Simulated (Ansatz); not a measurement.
The starting structures come from a database of crystals and need not be the phases stable at ambient conditions.

 Where the default PAW files enter, the runs use the earlier of Ansatz's two default sets.

**Evanescent states of CaAlSiH (P3m1, not sure to be the ambient phase, 4 atoms a cell, 17.5 Å³ an atom) along the normal of (001)**

Method: r2SCAN (plane waves, PAW; Ansatz, a first-principles code).

The gap is the functional's own. No spin-orbit coupling. Mid-gap values are interpolated on the energy grid.

Energies count from the valence-band top; κ is the least over a 12×12 mesh across the current.

```json
[
 {"E (eV)": "0.03", "κ (1/Å)": "0.050", "where": "Γ"},
 {"E (eV)": "0.07", "κ (1/Å)": "0.086", "where": "Γ"},
 {"E (eV)": "0.12", "κ (1/Å)": "0.110", "where": "Γ"},
 {"E (eV)": "0.17", "κ (1/Å)": "…", "where": "Γ"},
 {"E (eV)": "0.23", "κ (1/Å)": "…", "where": "Γ"},
 {"E (eV)": "0.28", "κ (1/Å)": "…", "where": "Γ"},
 {"E (eV)": "0.33", "κ (1/Å)": "…", "where": "Γ"},
 {"E (eV)": "0.38", "κ (1/Å)": "…", "where": "off Γ"},
 {"E (eV)": "0.42", "κ (1/Å)": "…", "where": "off Γ"},
 {"E (eV)": "0.47", "κ (1/Å)": "0.135", "where": "off Γ"},
 {"E (eV)": "0.53", "κ (1/Å)": "0.113", "where": "off Γ"},
 {"E (eV)": "0.57", "κ (1/Å)": "0.074", "where": "off Γ"}
]
```

Q: Fill in the missing entries.

A: 
- 0.17, κ (1/Å): 0.129
- 0.23, κ (1/Å): 0.145
- 0.28, κ (1/Å): 0.159
- 0.33, κ (1/Å): 0.171
- 0.38, κ (1/Å): 0.162
- 0.42, κ (1/Å): 0.150
